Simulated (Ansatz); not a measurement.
HgCdSe2 (R3m, No. 160, 4 atoms in the cell; start mp-1226733), treated with r²SCAN0 (plane waves, PAW; Ansatz, an electronic-structure program).

Numerical settings: plane-wave cutoff 520 eV, 8×8×8 k mesh, Fermi–Dirac smearing 0.01 eV, scalar-relativistic PAW data made under PBE.

Cell (relaxed with PBEsol):

Space group R3m, hexagonal axes (No. 160); a = b = 4.3228 Å, c = 21.1171 Å, α = β = 90.00°, γ = 120.00°

```tsv
atom	site	symmetry	x	y	z
Cd	3a	3m	0.0000	0.0000	0.4995
Hg	3a	3m	0.0000	0.0000	0.0001
Se	3a	3m	0.0000	0.0000	0.1259
Se	3a	3m	0.0000	0.0000	0.6245
```
(The calculation used a cell of 4 atoms; values per cell refer to that cell.)

Question: Estimate the band gap that the calculation returns.

Answer: 
- band gap = 1.29 eV (on the SCF k mesh)

Note: cell and atoms aren't relaxed at this level (largest force component 0.04 eV/Å, pressure 0.4 GPa).

Spin–orbit coupling is not included; with these elements it can move the gap by several tenths of an eV or more.

A start named mp-… is a Materials Project structure, which need not be a measured phase.
